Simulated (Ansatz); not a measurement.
System: HoPt2 (Fd-3m, No. 227). Method: r²SCAN (PAW; Ansatz, a first-principles code).

Run with plane-wave cutoff 560 eV, 12×12×12 k mesh, Fermi–Dirac smearing 0.05 eV, spin-polarised with parallel moments, scalar-relativistic PAW data made under PBE.

Computed at the level's own relaxed cell.

**Question.** Predict the equilibrium lattice constant a and bulk modulus B0.

**Answer.** 
- equilibrium lattice constant a: 7.632 Å
- bulk modulus B0: 175 GPa

Note: the magnetic order was assumed, not searched for or taken from measurement; the 4f shell is treated without U or exact exchange, so its levels and filling can be wrong; the bulk modulus is −V dP/dV from two relaxed cells at ±2 % in volume.

Spin–orbit coupling is not included.

Computed values are for the static lattice.

The result took very roughly 21 core-minutes.
